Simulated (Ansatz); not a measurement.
Electronic density of states of amorphous Ge14Sb14S32, density 4.16 g/cm³, on a 2×2×2 Γ-centred mesh with a Gaussian width of 0.1 eV; energies count from the Fermi level, whose place inside the gap is arbitrary. Cell and mesh are small, so fine structure isn't converged. Level of theory: PBE-D3(BJ), scalar-relativistic without spin-orbit coupling (plane waves to 420 eV, PAW; Ansatz, an electronic-structure program). Sampling: a 2×2×2 Γ-centred mesh; Fermi-Dirac width 0.05 eV; no spin polarisation.

Preparation: random packing, a CHGNet melt and quench, and a DFT relaxation. The hot cell started wider than the set density and was brought back towards it in steps. It is the lowest in DFT energy of 3 quenches. It is a model cell: composition and starting density were chosen by hand, and all elements were melted together. The geometry includes D3(BJ) dispersion. Its density started from a set value of 3.68 and ended at 4.16 g/cm³. The quench (nominally 83 K/ps over its main leg) was far faster than any real one, so the model tends to hold more defects than a real film. Values belong to this one cell and scatter from quench to quench. Volume and shape were free in the relaxation. Stress components on the final sampling reach 0.6 GPa. Cycles of charging lowered its energy after that relaxation.

(E - EF (eV), states/(eV atom)): (-12.00, 0.00); (-11.90, 0.00); (-11.80, 0.00); (-11.70, 0.00); (-11.60, 0.04); (-11.50, 0.16); (-11.40, 0.12); (-11.30, 0.02); (-11.20, 0.00); (-11.10, 0.00); (-11.00, 0.00); (-10.90, 0.00); (-10.80, 0.06); (-10.70, 0.17); (-10.60, 0.09); (-10.50, 0.04); (-10.40, 0.14); (-10.30, 0.22); (-10.20, 0.24); (-10.10, 0.27); (-10.00, 0.20); (-9.90, 0.19); (-9.80, 0.20); (-9.70, 0.15); (-9.60, 0.22); (-9.50, 0.31); (-9.40, 0.31); (-9.30, 0.17); (-9.20, 0.12); (-9.10, 0.21); (-9.00, 0.25); (-8.90, 0.30); (-8.80, 0.29); (-8.70, 0.30); (-8.60, 0.33); (-8.50, 0.29); (-8.40, 0.27); (-8.30, 0.34); (-8.20, 0.30); (-8.10, 0.27); (-8.00, 0.32); (-7.90, 0.31); (-7.80, 0.22); (-7.70, 0.27); (-7.60, 0.36); (-7.50, 0.36); (-7.40, 0.36); (-7.30, 0.32); (-7.20, 0.23); (-7.10, 0.17); (-7.00, 0.12); (-6.90, 0.04); (-6.80, 0.00); (-6.70, 0.00); (-6.60, 0.00); (-6.50, 0.00); (-6.40, 0.00); (-6.30, 0.00); (-6.20, 0.00); (-6.10, 0.00); (-6.00, 0.00); (-5.90, 0.07); (-5.80, 0.24); (-5.70, 0.35); (-5.60, 0.42); (-5.50, 0.48); (-5.40, 0.55); (-5.30, 0.60); (-5.20, 0.56); (-5.10, 0.55); (-5.00, 0.55); (-4.90, 0.54); (-4.80, 0.58); (-4.70, 0.62); (-4.60, 0.64); (-4.50, 0.59); (-4.40, 0.57); (-4.30, 0.61); (-4.20, 0.65); (-4.10, 0.68); (-4.00, 0.68); (-3.90, 0.68); (-3.80, 0.67); (-3.70, 0.66); (-3.60, 0.68); (-3.50, 0.69); (-3.40, 0.72); (-3.30, 0.68); (-3.20, 0.66); (-3.10, 0.68); (-3.00, 0.68); (-2.90, 0.74); (-2.80, 0.72); (-2.70, 0.69); (-2.60, 0.62); (-2.50, 0.63); (-2.40, 0.70); (-2.30, 0.73); (-2.20, 0.71); (-2.10, 0.79); (-2.00, 0.83); (-1.90, 0.82); (-1.80, 0.75); (-1.70, 0.67); (-1.60, 0.69); (-1.50, 0.74); (-1.40, 0.69); (-1.30, 0.62); (-1.20, 0.53); (-1.10, 0.54); (-1.00, 0.49); (-0.90, 0.37); (-0.80, 0.35); (-0.70, 0.32); (-0.60, 0.23); (-0.50, 0.25); (-0.40, 0.24); (-0.30, 0.15); (-0.20, 0.05); (-0.10, 0.01); (0.00, 0.00); (0.10, 0.01); (0.20, 0.08); (0.30, 0.13); (0.40, 0.11); (0.50, 0.13); (0.60, 0.25); (0.70, 0.35); (0.80, 0.35); (0.90, 0.39); (1.00, 0.40); (1.10, 0.41); (1.20, 0.48); (1.30, 0.52); (1.40, 0.51); (1.50, 0.55); (1.60, 0.63); (1.70, 0.60); (1.80, 0.56); (1.90, 0.59); (2.00, 0.60); (2.10, 0.65); (2.20, 0.67); (2.30, 0.63); (2.40, 0.60); (2.50, 0.61); (2.60, 0.61); (2.70, 0.66); (2.80, 0.65); (2.90, 0.63); (3.00, 0.59)

The gap on this mesh is 0.42 eV; the broadening fills part of it in the curve.
